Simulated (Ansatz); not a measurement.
```yaml
crystal:
  lattice:
    - [3.18693, 0.00000, 0.00000]
    - [0.00000, 3.18693, 0.00000]
    - [1.59347, 1.59347, 2.25350]
  atoms:
    - { symbol: Ga, position: [0.00000, 0.00000, 0.00000] }
    - { symbol: N, position: [0.25000, 0.75000, 0.50000] }
```

Space group of this cell: F-43m, zinc blende. The cell is taken as given; by r2SCAN its mean pressure is -1.2 GPa.

Computed with r2SCAN (plane waves, PAW; Ansatz, a program for electronic structure).

The current runs along the normal of the first two printed vectors; no spin-orbit coupling. Scaled by the factor s: both lengths across the current (ions clamped). Meshes 14×14×14 and 10×10 across the current in all rows.

| s | mean pressure (GPa) | slowest mid-gap decay constant κ (1/Å) |
|---|---|---|
| 0.98 | 7.2 | 0.175 |
| 1.00 | -1.2 | 0.154 |
| 1.02 | -8.2 | ? |

Question: Take the slope of the slowest mid-gap decay constant κ against ln s from the two given rows, extrapolate to s = 1.02, and say what the run there gives.

Answer: Slope = (0.175 − 0.154) / ln 0.98 = -1.04 1/Å. The line gives 0.154 + (-1.04) × ln 1.02 = 0.133 1/Å. The run gives 0.133 1/Å, as the line does.
